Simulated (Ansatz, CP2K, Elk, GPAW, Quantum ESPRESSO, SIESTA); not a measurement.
**MnS (Fm-3m, 4 atoms in the cell) computed with different codes at matched settings**

Self-consistent single point.

```yaml
crystal:
  lattice:
    - [5.09159, 2.54579, 2.54579]
    - [2.54579, 5.09159, 2.54579]
    - [2.54579, 2.54579, 5.09159]
  atoms:
    - { symbol: Mn, position: [0.00000, 0.00000, 0.00000], spin: 5.0 }
    - { symbol: Mn, position: [0.50000, 0.50000, 0.50000], spin: -5.0 }
    - { symbol: S, position: [0.25000, 0.25000, 0.25000] }
    - { symbol: S, position: [0.75000, 0.75000, 0.75000] }
```
(The spins are starting values, not results.)

Shared settings, as Ansatz (a quantum-chemistry and plane-wave program) writes them: kpoints.mp_grid.grid = 6 6 6; scf.occupations.method = fermi_dirac; scf.occupations.width = 0.02 eV. Potentials and cutoffs stand in the table.

```
code                                                                                                                                 model  pressure (GPa)  gap on the mesh (eV)       cutoff
----------------  ------------------------------------------------------------------------------------------------------------------------  --------------  --------------------  -----------
Elk                                  LDA (PW92), all-electron FP-LAPW, Elk's shipped species files, APW+lo basis with extra local orbitals               –                 0.206     rgkmax 8
Quantum ESPRESSO                                                                       LDA (PZ), GBRV 1.5 ultrasoft (LDA) pseudopotentials           -6.97                 0.232        50 Ry
SIESTA            LDA PW92, numerical atomic orbitals DZP, PseudoDojo LDA standard norm-conserving potentials (rewritten from UPF to PSML)           -8.35                 0.527  grid 300 Ry
GPAW                                                                         LDA (Perdew-Wang 92), GPAW PAW datasets LDA (gpaw-data 1.0.1)           -6.56                 0.185       800 eV
CP2K                                                  LDA (Pade form), GPW, DZVP-MOLOPT-SR-GTH basis, GTH-PADE potentials (GTH_POTENTIALS)           -5.96                 0.650  grid 600 Ry
Ansatz                                                                                         LDA (PW92), default PAW files made with PBE           -6.89                     –      default
```

A dash marks a value that a program does not give, or that is left out as unsure.

No gap is tabulated for Ansatz: it is not read from that output, or partly filled or unconverged empty levels leave it unsure.

Gaps are read on the mesh.

On Ansatz's run: the magnetic order is the one reached from the typed start; others were not searched systematically.

The spread over the programs that give each value: pressure within 2.39 GPa; gap on the mesh within 0.465 eV.

SIESTA and CP2K use small atom-centred bases, whose incompleteness enters pressures, forces and empty levels differently from a plane-wave cutoff. Elk treats all electrons, but the usual bases taken here (sphere radii, linearisation, local orbitals, empty states) were not tested for convergence, so the values are no reference for the others. Ansatz's pressure is given at a fixed set of plane waves, as the other plane-wave codes print theirs. The same LDA comes in different parametrisations, which differ slightly. In the pressure, SIESTA (by 1.46) lies more than 1 GPa from the median of the plane-wave programs. In the gap, SIESTA (by 0.319) and CP2K (by 0.442) lie more than 0.12 eV from the median of the plane-wave programs.

The starting cell has typed, rounded lattice constants, without a prior relaxation at this level. Its lattice was rescaled by a random factor within 2.5 % of one.

Keys are those of Ansatz 0.2.
